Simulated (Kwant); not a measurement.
System: quantum point contact (saddle potential) in a GaN two-dimensional gas. Effective mass 0.22 mₑ, grid spacing 6.7 nm, hard walls, nominal width 200 nm (29 grid rows, so walls 201 nm apart), one parabolic valley, scattering region 600 nm long along x; energies count from the band bottom; Fermi energy 0.00193 eV. Potential (V0 + ½k y²) cos²(πx/L) for |x| < L/2, with V0 swept from 0.0020265 to 0 eV, k = 6.8e-07 eV/nm², L = 240 nm.

The device is made up for the run: typed textbook-type constants, with dimensions and the other settings drawn at random.

Model: effective-mass tight-binding model on a square grid, one spin, coherent transport at 0 K (Kwant). Conductance is in e²/h.

**Question.** Compare with the saddle-point formula G = Σ 1/(1 + exp(−2π(E − V0 − ħωy(n + ½))/ħωx)), taking ħωy = ħ√(k/m) and ħωx from the curvature along x of V0 plus half of the mode's confinement energy.

**Answer.** ħωy = 0.485 meV; at V0 = 1.64 meV the lowest mode has ħωx = 0.458 meV.

```
V0 (meV)  formula  simulation
--------  -------  ----------
1.91        0.056       0.057
1.64         0.65        0.66
1.38         1.07        1.07
1.12         1.79        1.81
0.852        2.11        2.13
0.587        2.90        2.92
```

The formula takes a parabolic saddle in the continuum; the run has the full potential on a grid.
